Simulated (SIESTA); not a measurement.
Worked example: self-consistent single point of CoPdO₂ (R-3m, 4 atoms in the cell) in SIESTA.

Level of theory: GGA PBE, numerical atomic orbitals DZP, PseudoDojo PBE standard norm-conserving potentials (rewritten from UPF to PSML) (SIESTA).

The change in words: lattice scaled by 0.98. Reference geometry:
```
CELL_PARAMETERS angstrom
      1.40220     0.80956     5.83504
     -1.40220     0.80956     5.83504
      0.00000    -1.61912     5.83504
ATOMIC_POSITIONS crystal
  Co 0.50000 0.50000 0.50000
  Pd 0.00000 0.00000 0.00000
  O  0.88753 0.88753 0.88753
  O  0.11247 0.11247 0.11247
```
Moments meant for the start (each program seeds them in its own way; μB, in the order of the atoms Co Pd O O): 3.0 0.0 0.0 0.0.

Reference input (self-consistent single point, DFT, GGA PBE, numerical atomic orbitals DZP, PseudoDojo PBE standard norm-conserving potentials (rewritten from UPF to PSML)): XC.functional = GGA; XC.authors = PBE; potentials = PseudoDojo PBE standard; PAO.BasisSize = DZP; PAO.EnergyShift = 0.005 Ry; MeshCutoff = 350 Ry; kgrid.MonkhorstPack = 9 9 9; OccupationFunction = MP; OccupationMPOrder = 0; ElectronicTemperature = 1578.21 K; Spin = polarized; DM.InitSpin = [1 +3.00, 2 +0.00, 3 +0.00, 4 +0.00]. This run's input differs from it in these lines:

```diff
@@ -13,5 +13,5 @@
 %block LatticeVectors
-     1.402197000    0.809559000    5.835040000
-    -1.402197000    0.809559000    5.835040000
-     0.000000000   -1.619118000    5.835040000
+     1.374153000    0.793368000    5.718339000
+    -1.374153000    0.793368000    5.718339000
+     0.000000000   -1.586736000    5.718339000
 %endblock LatticeVectors
```

The program printed (abridged):

```
        iscf     Eharris(eV)        E_KS(eV)     FreeEng(eV)     dDmax    Ef(eV) dHmax(eV)
   scf:    1    -8593.379709    -8704.067255    -8704.110541  0.723051 -2.739281 42.955121
     spin moment: {S} , |S| = {        0.0        0.0    2.77764 }     2.77764
   scf:    2    -8675.102358    -8732.278512    -8732.325971  0.554766 -5.172433 19.318358
     spin moment: {S} , |S| = {        0.0        0.0    1.13702 }     1.13702
   scf:    3    -8735.463069    -8744.427070    -8744.476118  0.228199 -4.565556  9.920517
     spin moment: {S} , |S| = {        0.0        0.0    1.64107 }     1.64107
   [... lines left out ...]
     spin moment: {S} , |S| = {        0.0        0.0    0.00074 }     0.00074
   scf:   18    -8747.688257    -8747.688246    -8747.698480  0.000167 -4.941931  0.001694
     spin moment: {S} , |S| = {        0.0        0.0    0.00061 }     0.00061
   scf:   19    -8747.688254    -8747.688250    -8747.698481  0.000216 -4.941928  0.001514
     spin moment: {S} , |S| = {        0.0        0.0    0.00005 }     0.00005
   scf:   20    -8747.688249    -8747.688249    -8747.698481  0.000084 -4.941997  0.000586
     spin moment: {S} , |S| = {        0.0        0.0    0.00016 }     0.00016
SCF Convergence by DM+H criterion
max |DM_out - DM_in|         :     0.0000841712
max |H_out - H_in|      (eV) :     0.0005859880
SCF cycle converged after 20 iterations

Using DM_out to compute the final energy and forces

siesta: E_KS(eV) =            -8747.6882

siesta: E_KS - E_eggbox =     -8747.6882

siesta: Atomic forces (eV/Ang):
     1    0.000000    0.000000   -0.000000
     2    0.000000    0.000000   -0.000000
     3   -0.000000   -0.000005    0.276263
     4   -0.000000    0.000005   -0.276263
   Tot    0.000000    0.000000    0.000000
   Max    0.276263
   Res    0.112784    sqrt( Sum f_i^2 / 3N )
   Max    0.276263    constrained

Stress tensor Voigt[x,y,z,yz,xz,xy] (kbar):     -316.57     -316.57     -476.97        0.00       -0.00        0.00
(Free)E + p*V (eV/cell)    -8739.0594
   [... lines left out ...]
siesta: FreeEng =     -8747.698481
siesta: Cell volume =         37.405108 Ang**3
siesta:         370.03875011        317.59388962  kBar
   [... lines left out ...]
              0.006   0.009   0.008   0.009   0.006

mulliken: Qtot =       23.500

Mulliken Atomic Populations:
Atom #   charge [q] valence [e]      Sz [e]  Species
     1     1.034862   15.965138    0.000157  Co
     2     0.232256   17.767744    0.000176  Pd
     3    -0.633559    6.633559   -0.000088  O
     4    -0.633559    6.633559   -0.000088  O
 Total    -0.000000                0.000157
```

The run converged in 20 iterations. Against the reference run the free energy goes up by 97.1 meV/atom, the pressure goes from 17.28 to 37.00 GPa and the largest force goes from 0.033 to 0.276 eV/Å.

The starting cell comes from a database of computed structures (which also holds hypothetical and non-ambient phases and stackings), without a prior relaxation at this level. Its lattice was rescaled by a random factor within 2.5 % of one. For this run, on top of that: lattice scaled by 0.98. The starting moments vanished: the run ended non-magnetic, which need not be the lowest state. Values carry the incompleteness of an atom-centred basis. With a pressure of about 37 GPa the cell is away from its equilibrium volume at this level.

Cost on one core of a shared machine: roughly 6 min.
